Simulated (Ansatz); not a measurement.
## Sr under a change: x(Mg) = 0.667, 3 atoms, I4/mmm

The reference is Sr in the fcc (Cu type) structure (space group Fm-3m, No. 225; a = 6.100 Å).

The other end (x = 1) is Mg in the fcc (Cu type) structure (space group Fm-3m, No. 225; a model cell, its experimental status unchecked): 22.77 Å³/atom, gap zero; this end may not be an ambient phase.

Modification: Mg replaces 66.7 % of the Sr, ordered in a cell of 3 atoms (starting symmetry I4/mmm) and fully relaxed.

The values are results of r2SCAN, PAW, 500 eV (Ansatz, a quantum-chemistry and plane-wave program; no SOC), earlier PAW set, not measurements. k-mesh 17×17×17 (Γ-centred); smearing 0.05 eV (Fermi–Dirac), for the changed cell.

```tsv
quantity	base	changed	shift
density	2.56 g/cm³	2.38 g/cm³	-0.188 g/cm³
shortest interatomic distance	4.313 Å	3.120 Å	-1.193 Å
band gap	zero	zero	–
mixing energy (to 0.01 eV only: unlike meshes or grids) (against an end that may be hypothetical)	–	-0.03 eV/atom	–
deviation of the volume from the linear (Vegard-type) interpolation	–	-6.9 %	–
```

Cost of the whole job for the changed cell (relaxation, final SCF and bands): around 12 core-minutes (rough).

These are small ordered cells, not random alloys; other orderings at the same x differ. No phonon test of stability was made. Under x(Mg) = 0.667, 3 atoms, I4/mmm the cell changed shape so far that it is another structure. This is not the structure that Mg has at room temperature and ambient pressure.
